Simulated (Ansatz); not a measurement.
Given:

```
CELL_PARAMETERS angstrom
      4.16884     0.00000     0.00000
     -2.08442     3.61032     0.00000
      0.00000     0.00000     6.77962
ATOMIC_POSITIONS crystal
  Cd 0.66667 0.33333 0.50022
  Cd 0.33333 0.66667 0.00022
  S  0.66667 0.33333 0.87678
  S  0.33333 0.66667 0.37678
```

The cell is taken as given.

Transport runs along the normal of the first two printed cell vectors, the (001) plane of the conventional cell.

The gap is the functional's own. No spin-orbit coupling. Mid-gap values are those at the computed energy nearest the middle.

State the band gap and the smallest decay constant κ at mid-gap according to r2SCAN run with Ansatz (a program for electronic structure).

Gap 1.62 eV on a 12×12×6 mesh; κ = 0.125 1/Å, at the zone centre.
